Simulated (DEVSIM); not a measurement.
Structure: Pt/SiO2/n-GaAs capacitor, at 250 K.

| layer (left to right) | material | thickness (nm) | Nd (cm⁻³) |
|---|---|---|---|
| 1 | SiO2 | 35.0 | - |
| 2 | GaAs | 2300 | 1.5e16 |

Metal gate on the left, work function 5.6 eV. Fixed charge at the semiconductor interface 0 cm⁻² (in units of +e); no interface traps.

The device is made up for the run: typed textbook-type constants, with dimensions and the other settings drawn at random. Values at 300 K; Nc and Nv go as T^1.5, mobilities as T to minus their exponent, the gap by Varshni's rule with the affinity fixed.

```tsv
parameter	SiO2	GaAs
gap (eV)	9	1.424
affinity (eV)	0.9	4.07
permittivity	3.9	12.9
Nc (cm⁻³)	-	4.7e17
Nv (cm⁻³)	-	9e18
Varshni α (eV/K)	-	0.000541
Varshni β (K)	-	204
```

Model (solved in DEVSIM): 1D Poisson equation in equilibrium, Boltzmann statistics, complete ionisation; no quantum confinement or tunnelling. Metal contacts follow the ideal Schottky-Mott rule: no Fermi-level pinning, no interface dipoles.

### Question
Tabulate band edges, carrier densities and field at -0.2 V on the gate.

### Answer
Energies count from the Fermi level of the right contact; mesh points crowd at the junctions.

```
x (μm)    Ec (eV)  Ev (eV)  n (cm⁻³)  p (cm⁻³)  field (V/cm)
--------  -------  -------  --------  --------  ------------
0.000       4.900   -4.100     < 1e2     < 1e2       -210000
0.001500    4.869   -4.131     < 1e2     < 1e2       -210000
0.004805    4.801   -4.199     < 1e2     < 1e2       -210000
0.01252     4.642   -4.358     < 1e2     < 1e2       -210000
0.02719     4.340   -4.660     < 1e2     < 1e2       -210000
0.03213     4.239   -4.761     < 1e2     < 1e2       -210000
0.03444     4.191   -4.809     < 1e2     < 1e2       -210000
0.03620     1.002   -0.444     < 1e2     7.7e9        -62000
0.03954     0.982   -0.464     < 1e2     3.0e9        -61000
0.04714     0.936   -0.510     < 1e2     3.5e8        -60000
0.06486     0.833   -0.613     < 1e2   3000000        -56000
0.1319      0.505   -0.941     2.3e7     < 1e2        -42000
0.2626      0.138   -1.308    5.8e14     < 1e2        -14000
0.5673      0.068   -1.378    1.5e16     < 1e2           ≈ 0
1.543       0.068   -1.378    1.5e16     < 1e2           ≈ 0
1.996       0.068   -1.378    1.5e16     < 1e2           ≈ 0
2.190       0.068   -1.378    1.5e16     < 1e2           ≈ 0
2.274       0.068   -1.378    1.5e16     < 1e2           ≈ 0
2.316       0.068   -1.378    1.5e16     < 1e2           ≈ 0
2.328       0.068   -1.378    1.5e16     < 1e2           ≈ 0
2.333       0.068   -1.378    1.5e16     < 1e2           ≈ 0
2.335       0.068   -1.378    1.5e16     < 1e2           ≈ 0
```
